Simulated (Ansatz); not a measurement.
Results of r²SCAN in Ansatz (PAW) for Y (model structure, Im-3m, No. 229, 1 atom in the cell).

Run with plane-wave cutoff 560 eV, 20×20×20 k mesh, Fermi–Dirac smearing 0.05 eV, scalar-relativistic PAW data made under PBE.

Cell (relaxed at this level):

```
CELL_PARAMETERS angstrom
     -2.03339     2.03339     2.03339
      2.03339    -2.03339     2.03339
      2.03339     2.03339    -2.03339
ATOMIC_POSITIONS crystal
  Y  0.00000 0.00000 0.00000
```

**Question.** Give the computed bulk modulus.

**Answer.** 
- bulk modulus: 38.7 GPa

The run finds no gap.

Note: the bulk modulus is −V dP/dV from two relaxed cells at ±2 % in volume; the relaxation could raise the start's symmetry but not lower it, so the cell can be a saddle point.

Cost on a shared machine: about 50 core-seconds (a rough figure).

A model structure was made by putting elements into a prototype or built by hand; it is no filed structure, need not be a known phase, and can be a saddle point held by its symmetry.

Ansatz is a first-principles code.
